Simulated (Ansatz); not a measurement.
```xyz
2
Lattice="0.0000 2.9351 2.9351 2.9351 0.0000 2.9351 2.9351 2.9351 0.0000" Properties=species:S:1:pos:R:3 pbc="T T T"
In     0.0000     0.0000     0.0000
P      1.4675     1.4675     1.4675
```

No spin polarisation.

Computed with PBE (Ansatz, a quantum-chemistry and plane-wave program; PAW; 420 eV plane waves; without spin-orbit coupling). Γ-centred 10×10×10 mesh, Fermi–Dirac width 0.05 eV.

Q: Predict the pressure, band gap, electron mass and gap character.

A: The pressure is 30.0 kbar, the band gap comes out as 0.69 eV and the electron mass is 0.055 mₑ (at Γ). The gap character comes out as direct at Γ.

The cells carry an imposed strain or load. Effective masses come from finite differences of ±0.01 Å⁻¹. Stability against distortions was not tested. The cell was made from InP in the zinc blende structure (space group F-43m, No. 216) by this change: isotropic strain −1.50 %.
